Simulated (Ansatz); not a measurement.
## Effect of isotropic strain −2.25 % on Al2O3

Consider Al₂O₃ in the corundum structure (space group R-3c, No. 167; a = 4.8088 Å, c = 13.1238 Å (hexagonal axes)).

It is then changed as follows: every lattice vector is shortened by 2.25 %; the atoms relax in the strained cell.

Method: PBE/PAW in Ansatz (an electronic-structure program), no SOC. Settings: 8×8×8 k-points, 0.05 eV Fermi–Dirac smearing.

```tsv
quantity	base	changed	shift
volume per atom	8.76 Å³	8.18 Å³	-0.58 Å³
shortest interatomic distance	187.4 pm	183.2 pm	-4.26 pm
energy relative to the base (free energy F)	0 meV/atom	+31 meV/atom	+31 meV/atom
pressure (mean of the normal stresses, compression positive)	0.00 GPa	18.02 GPa	+18.02 GPa
band gap	5.85 eV	6.70 eV	+0.85 eV
gap character	direct at Γ	direct at Γ	–
mean gap deformation potential ΔEg/Δln V	–	-12.5 eV	–
width of the top valence band	0.60 eV	0.68 eV	+0.08 eV
electron mass	0.38 mₑ along c, 0.36 mₑ across (at Γ)	0.42 mₑ along c, 0.39 mₑ across (at Γ)	–
valence-band top at Γ (three highest levels, from the VBM)	0.00, -0.03, -0.03 eV	0.00, -0.06, -0.06 eV	–
```

Masses are band curvatures over ±0.01 Å⁻¹ around the edge. Stability against distortions was not tested.
